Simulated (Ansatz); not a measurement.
Start from CoSi₂ (space group Fm-3m, No. 225; non-magnetic).

```
CoSi2
1.0
    0.00000     2.65610     2.65610
    2.65610     0.00000     2.65610
    2.65610     2.65610     0.00000
Co Si
1 2
Direct
  0.00000   0.00000   0.00000
  0.25000   0.25000   0.25000
  0.75000   0.75000   0.75000
```

All numbers come from PBEsol/PAW in Ansatz (a program for electronic structure), without spin-orbit coupling.

Base values:

Volume per atom: 12.49 Å³

Modification: As takes the place of Co on all its sites, then cell and atoms are relaxed.

Tabulated Pauling electronegativity and covalent radius: Co 1.88, 1.26 Å; As 2.18, 1.19 Å.

Q: What does the calculation give for the volume per atom after the change?

A: The volume per atom increases by 6.31 Å³, from 12.49 Å³ to 18.80 Å³.

Stability against distortions was not tested. As relaxed here, Si2As is a hypothetical phase, not in the database extracts checked. Seeded moments were not kept for the base. The final runs are not spin-polarised. An odd electron count without spin: Si2As and CoSi2.
